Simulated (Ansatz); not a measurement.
**CaC2 (C2/c, No. 15, 6 atoms in the cell; start mp-1575)**

Method: r²SCAN-D4 (Ansatz, an electronic-structure program, plane waves, PAW).

Run with plane-wave cutoff 500 eV, 12×12×6 k mesh (along the axes of the cell as run), gaussian smearing 0.02 eV, scalar-relativistic PAW data made under PBE.

Cell (relaxed at this level):

```xyz
6
Lattice="3.2873 -2.0762 0.0294 3.2873 2.0762 0.0294 -2.1280 0.0000 6.9780" Properties=species:S:1:pos:R:3 pbc="T T T"
Ca     1.6912     1.3437     5.2629
Ca     2.7553    -1.3437     1.7739
C      0.6766    -0.5808     3.9182
C      3.7699     0.5808     3.1186
C      2.7059    -0.5808     6.6076
C      1.7406     0.5808     0.4292
```

```
Item                           Result
--------  ---------------------------
band gap  2.27 eV (on the SCF k mesh)
```

Note: the relaxation could not lower the start's symmetry, so the cell can be a saddle point above a distorted one.

Static lattice: no zero-point or thermal effects.

A start named mp-… is a Materials Project structure, which need not be a measured phase.
